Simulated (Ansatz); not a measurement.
**Response to strain in PtTe2**

The parent structure is PtTe2 (space group P-3m1, No. 164; a = 4.0526 Å, c = 5.0969 Å; layered; relaxed with 0.1 eV smearing). Axes: x lies along a and z along c of the hexagonal cell.

Strains are applied to the cell and any free atomic positions relax; under biaxial strain the out-of-plane vector relaxes too.

Calculations: PBE-D3(BJ) (Ansatz, a first-principles code, PAW, without spin-orbit coupling).

Notes on the quantities. in-plane stress: mean in-plane stress (compression positive).

```csv
change,volume per atom,in-plane stress
base,24.17 Å³,–
"biaxial strain −3.00 %, plane normal [001], relaxed out of plane",23.59 Å³,+5.1 GPa
"biaxial strain −2.50 %, plane normal [001], relaxed out of plane",23.68 Å³,+4.2 GPa
"biaxial strain −2.00 %, plane normal [001], relaxed out of plane",23.77 Å³,+3.4 GPa
"biaxial strain −0.50 %, plane normal [001], relaxed out of plane",24.07 Å³,+0.8 GPa
"biaxial strain +0.50 %, plane normal [001], relaxed out of plane",24.26 Å³,-0.8 GPa
"biaxial strain +1.00 %, plane normal [001], relaxed out of plane",24.36 Å³,-1.6 GPa
"biaxial strain +1.50 %, plane normal [001], relaxed out of plane",24.46 Å³,-2.4 GPa
"biaxial strain +2.00 %, plane normal [001], relaxed out of plane",24.56 Å³,-3.1 GPa
"biaxial strain +3.00 %, plane normal [001], relaxed out of plane",…,…
```

Task: Some entries are withheld; estimate them.

Result: 
- biaxial strain +3.00 %, plane normal [001], relaxed out of plane, volume per atom: 24.75 Å³
- biaxial strain +3.00 %, plane normal [001], relaxed out of plane, in-plane stress: -4.6 GPa

Stability against distortions was not tested. All final runs are without spin polarisation.
